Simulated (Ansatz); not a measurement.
**PBE against PBEsol: hypothetical Fddd MoSi2, tensor shear ε_xz = +1.91 %**

Base system: MoSi$_{2}$ (space group Fddd, No. 70; a = 4.607 Å, b = 8.057 Å, c = 8.762 Å; a hypothetical phase, not in the database extracts checked). Axes: x, y, z lie along a, b, c of the conventional cell.

(Cell as relaxed with PBE.)

Levels (all Ansatz, a first-principles code, PAW): PBE (420 eV, spin-orbit coupling left out); PBEsol (420 eV, without spin-orbit coupling).

Each level relaxes its own structure.

```json
[
 {"base": "volume per atom", "PBE": "13.55 Å³", "PBEsol": "13.23 Å³"},
 {"base": "band gap", "PBE": "zero", "PBEsol": "zero"}
]
```

Perturbation: tensor shear ε_xz = +1.91 % (engineering shear γ = 0.0382), atoms relaxed at fixed cell.

| quantity | PBE | PBEsol |
|---|---|---|
| energy relative to the base (free energy F) | +9.1 meV/atom | +9.5 meV/atom |
| band gap | zero | zero |
| largest internal atomic displacement | 0.027 Å | 0.026 Å |
| pressure (mean of the normal stresses, compression positive) | 0.3 GPa | 0.3 GPa |
| shortest interatomic distance | 2.527 Å | 2.516 Å |

PBE's energy relative to the base lies 0.3 meV/atom below PBEsol's; PBE's shortest interatomic distance lies 0.011 Å above PBEsol's (0.4 %); the two agree on the band gap and pressure. Neither level is exact; PBEsol is the comparison here, not a measurement.

Without a gap, meshes like the base's 13×13×13 leave anisotropic stresses uncertain by several tenths of a GPa, and small strain energies with them. The cells carry an imposed strain or load. Stability against distortions was not tested. All final runs are without spin polarisation.
